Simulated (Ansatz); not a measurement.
**Response to strain in HfN**

The reference is HfN in the rock salt structure (space group Fm-3m, No. 225; a = 4.502 Å; relaxed with 0.1 eV smearing). Axes: x, y, z lie along the cube axes.

Strains are applied to the cell and any free atomic positions relax.

The values are results of PBEsol/PAW in Ansatz (a first-principles code), without spin-orbit coupling, not measurements.

Notes on the quantities. pressure: mean of the normal stresses, compression positive; energy relative to the base: free energy F.

| case | pressure | energy relative to the base | volume per atom |
|---|---|---|---|
| base | 0.0 GPa | 0 meV/atom | 11.40 Å³ |
| uniaxial strain ε_zz = −3.00 % | 9.9 GPa | +23 meV/atom | 11.06 Å³ |
| uniaxial strain ε_zz = −2.00 % | 6.3 GPa | +9.7 meV/atom | 11.18 Å³ |
| uniaxial strain ε_zz = −1.50 % | 4.6 GPa | +5.4 meV/atom | 11.23 Å³ |
| uniaxial strain ε_zz = −1.00 % | 3.0 GPa | +2.3 meV/atom | 11.29 Å³ |
| uniaxial strain ε_zz = +0.50 % | -1.4 GPa | +0.5 meV/atom | 11.46 Å³ |
| uniaxial strain ε_zz = +1.50 % | -4.0 GPa | +4.8 meV/atom | 11.58 Å³ |
| uniaxial strain ε_zz = +2.00 % | -5.1 GPa | +8.3 meV/atom | 11.63 Å³ |
| uniaxial strain ε_zz = +2.50 % | -6.3 GPa | +13 meV/atom | 11.69 Å³ |
| uniaxial strain ε_zz = +3.00 % | -7.4 GPa | +18 meV/atom | 11.75 Å³ |

Whether these cells are dynamically stable was not tested. The final runs are not spin-polarised. An odd electron count without spin: HfN.
